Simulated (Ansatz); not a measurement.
# Response to strain in ZrB2

Base system: ZrB2 (space group P6/mmm, No. 191; a = 3.171 Å, c = 3.542 Å; relaxed with 0.1 eV smearing).

Strains are applied to the cell and any free atomic positions relax.

Method: DFT with PBE, PAW potentials and a 420 eV plane-wave cutoff in Ansatz (a first-principles code), without spin-orbit coupling.

Candidates:
(a) isotropic strain +0.50 %
(b) isotropic strain −3.00 %
(c) isotropic strain −2.00 %
(d) isotropic strain +2.00 %

Notes on the quantities. energy relative to the base: free energy F.

Q: Order them by energy relative to the base, lowest first.

A: (a) isotropic strain +0.50 % (+1.7 meV/atom), (d) isotropic strain +2.00 % (+26 meV/atom), (c) isotropic strain −2.00 % (+29 meV/atom), (b) isotropic strain −3.00 % (+68 meV/atom)

No phonon test of stability was made. The final runs are not spin-polarised.
